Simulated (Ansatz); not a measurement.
Take ZnS in the zinc blende structure (space group F-43m, No. 216) as the base.

```
ZnS
1.0
    0.00000     2.67846     2.67846
    2.67846     0.00000     2.67846
    2.67846     2.67846     0.00000
S Zn
1 1
Direct
  0.75000   0.75000   0.75000
  0.00000   0.00000   0.00000
```

Levels (all Ansatz, an electronic-structure program, PAW, earlier PAW set): PBEsol (420 eV, scalar-relativistic without spin-orbit coupling); r2SCAN (500 eV, scalar-relativistic without spin-orbit coupling).

Its gap is 2.08 eV with PBEsol and 2.78 eV with r2SCAN.

Perturbation: full substitution Zn → Cd; the structure is relaxed again.

With PBEsol the gap becomes 1.01 eV.

If the r2SCAN correction stayed the same, what would the r2SCAN gap be, and what does the r2SCAN run give?

A rigid correction of +0.70 eV gives 1.71 eV. The r2SCAN run gives 1.60 eV, so the correction itself changes by -0.11 eV.

Single points use the geometry relaxed with PBEsol. Whether these cells are dynamically stable was not tested.
